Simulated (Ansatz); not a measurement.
**Effect of isotropic strain −1.00 % on Au**

Consider Au in the fcc (Cu type) structure (space group Fm-3m, No. 225; a = 4.0830 Å; relaxed with 0.1 eV smearing).

Perturbation: every lattice vector is shortened by 1.00 %, atoms relaxed at fixed cell.

Level of theory: PBEsol (Ansatz, a quantum-chemistry and plane-wave program, PAW, spin-orbit coupling left out). Settings: 28×28×28 k-points, 0.1 eV Fermi–Dirac smearing.

Volume per atom: 16.51 Å³ (base 17.02 Å³)
Space group: Fm-3m (No. 225) (base Fm-3m (No. 225))
Shortest interatomic distance: 5.401 bohr (base 5.456 bohr)
Energy relative to the base (free energy F): +8.8 meV/atom
Band gap: zero (base zero)

No phonon test of stability was made.
